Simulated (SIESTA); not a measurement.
A user runs SIESTA on TiB2 (P6/mmm, 3 atoms in the cell) and asks whether the run is sound. The aim is a self-consistent single point with DFT, LDA PW92, numerical atomic orbitals TZP, PseudoDojo LDA standard norm-conserving potentials (rewritten from UPF to PSML).

Cell that was meant: a = 2.9802 Å, b = 2.9802 Å, c = 3.1800 Å, α = 90.00°, β = 90.00°, γ = 120.00°.

Part of the input:

```
%endblock kgrid.MonkhorstPack
OccupationFunction           FD
ElectronicTemperature        580.23 K
NetCharge                    -1.0

MaxSCFIterations             150
SCF.Mixer.Method             Pulay
```

Log, with long lists cut:

```
reinit: Reading from file input.fdf

reinit: System Name: TiB2
reinit: System Label: tib2

   [... lines left out ...]

outcell: Cell vector modules (Ang)   :    2.980238    2.980238    3.180016
outcell: Cell angles (23,13,12) (deg):     90.0000     90.0000    120.0000
outcell: Cell volume (Ang**3)        :     24.4603
new_DM -- step:     1
Initializing Density Matrix...

Attempting to read DM from file... Failed...
DM filled with atomic data:
Note: For starting DM, Qtot, Tr[D*S] =         19.00000000         18.00000000

InitMesh: MESH = 30 x 30 x 36 = 32400
InitMesh: Mesh cutoff (required, used) =   350.000   354.200 Ry

stepf: Fermi-Dirac step function
        iscf     Eharris(eV)        E_KS(eV)     FreeEng(eV)     dDmax    Ef(eV) dHmax(eV)
   scf:    1    -1681.672207    -1768.241238    -1768.251917  1.659330 -5.248344 22.027910
   scf:    2     -805.904319    -1475.086296    -1475.086990  5.572654-15.255250 86.483599
   scf:    3    -1799.175708    -1784.194551    -1784.203517  5.934789 -5.703434  7.655256
   scf:    4    -1786.909311    -1785.770360    -1785.777746  0.116823 -6.114015  3.730516
   scf:    5    -1786.350950    -1786.101380    -1786.109279  0.128295 -6.447265  1.699391
   [... 4 lines left out ...]
   scf:   10    -1786.202362    -1786.202373    -1786.211557  0.000157 -6.683380  0.010116
   scf:   11    -1786.202410    -1786.202395    -1786.211560  0.000572 -6.681426  0.006344
   scf:   12    -1786.202381    -1786.202389    -1786.211561  0.000222 -6.682163  0.000053
   scf:   13    -1786.202388    -1786.202388    -1786.211561  0.000002 -6.682169  0.000005
SCF Convergence by DM+H criterion
max |DM_out - DM_in|         :     0.0000015789
max |H_out - H_in|      (eV) :     0.0000045030
SCF cycle converged after 13 iterations

Using DM_out to compute the final energy and forces

siesta: E_KS(eV) =            -1786.2024

siesta: E_KS - E_eggbox =     -1786.2024

siesta: Atomic forces (eV/Ang):
     1   -0.000000   -0.000000   -0.000000
     2    0.000048   -0.000027    0.000000
     3   -0.000048    0.000027    0.000000
   Tot   -0.000000   -0.000000   -0.000000
   Max    0.000048
   Res    0.000026    sqrt( Sum f_i^2 / 3N )
   Max    0.000048    constrained

Stress tensor Voigt[x,y,z,yz,xz,xy] (kbar):      399.65      399.65      416.55       -0.00        0.00       -0.00
(Free)E + p*V (eV/cell)    -1792.3990
   [... lines left out ...]
siesta: FreeEng =     -1786.211561
   [... lines left out ...]
siesta:    -0.000000    0.249443    0.000000
siesta:     0.000000   -0.000000    0.259989

siesta: Cell volume =         24.460305 Ang**3

siesta: Pressure (static):
siesta:                Solid            Molecule  Units
siesta:          -0.00275506         -0.00275505  Ry/Bohr**3
siesta:          -0.25295834         -0.25295706  eV/Ang**3
siesta:        -405.28394804       -405.28189201  kBar
```

**Question.** Is anything amiss in this input, and did it matter?

**Answer.** The run is not sound. The fault is an unintended net charge. A charged periodic cell changes the electron count and is neutralised by a uniform background, so energy, forces and pressure belong to another system. To fix it, remove the charge. The run converged in 13 iterations without an error; against the sound input the pressure goes from 1.22 to -40.53 GPa. The full log also holds: “madelung: WARNING: Charged system, but not an atom or molecule.” and “madelung: WARNING: Energy correction terms can not be applied.”.

An input that runs soundly differs in these lines (not the only fix; some lines may just follow from the change or write a value another way):
```diff
-NetCharge                    -1.0
```

With that input, the run converged in 11 iterations: free energy E − TS -1778.8510 eV; Fermi level (on the code's own zero) -8.32 eV; pressure 1.22 GPa (DFT, LDA PW92, numerical atomic orbitals TZP, PseudoDojo LDA standard norm-conserving potentials (rewritten from UPF to PSML)).

On the sound input: the starting cell comes from a database of computed structures (which also holds hypothetical and non-ambient phases and stackings), without a prior relaxation at this level. Its lattice was rescaled by a random factor within 2.5 % of one. Spin polarisation is off. Values carry the incompleteness of an atom-centred basis.
